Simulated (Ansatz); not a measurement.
ZnS: response to strain

The reference is ZnS in the wurtzite structure (space group P6_3mc, No. 186).

```xyz
4
Lattice="3.7383 0.0000 0.0000 -1.8691 3.2374 0.0000 0.0000 0.0000 6.1429" Properties=species:S:1:pos:R:3 pbc="T T T"
Zn     0.0000     2.1583     0.0036
Zn     1.8691     1.0791     3.0751
S      0.0000     2.1583     2.2999
S      1.8691     1.0791     5.3714
```

Cartesian axes are those of the cell as printed.

Strains are applied to the cell and any free atomic positions relax.

Computed with Ansatz (a first-principles code) LDA, scalar-relativistic without spin-orbit coupling.

Notes on the quantities. energy relative to the base: free energy F.

| change | shortest interatomic distance | band gap | electron mass | energy relative to the base |
|---|---|---|---|---|
| base | 2.293 Å | 2.19 eV | 0.15 mₑ along c, 0.18 mₑ across (at Γ) | 0 meV/atom |
| uniaxial strain ε_zz = +0.60 % | 2.297 Å | 2.14 eV | 0.15 mₑ along z, 0.18 mₑ across (at Γ) | +0.3 meV/atom |
| uniaxial strain ε_zz = +1.20 % | 2.301 Å | 2.10 eV | 0.15 mₑ along z, 0.18 mₑ across (at Γ) | +1.4 meV/atom |
| uniaxial strain ε_zz = +1.80 % | [?] | [?] | 0.15 mₑ along z, 0.18 mₑ across (at Γ) | [?] |
| uniaxial strain ε_zz = +2.40 % | 2.308 Å | 2.00 eV | 0.14 mₑ along z, 0.18 mₑ across (at Γ) | +5.3 meV/atom |
| uniaxial strain ε_zz = +3.00 % | 2.312 Å | 1.95 eV | 0.14 mₑ along z, 0.18 mₑ across (at Γ) | +8.3 meV/atom |

Q: Some entries are withheld; estimate them.

A: 
- uniaxial strain ε_zz = +1.80 %, shortest interatomic distance: 2.305 Å
- uniaxial strain ε_zz = +1.80 %, band gap: 2.05 eV
- uniaxial strain ε_zz = +1.80 %, energy relative to the base: +3.0 meV/atom

Masses are band curvatures over ±0.01 Å⁻¹ around the edge. Gaps are read on the SCF mesh and a high-symmetry path. Whether these cells are dynamically stable was not tested.
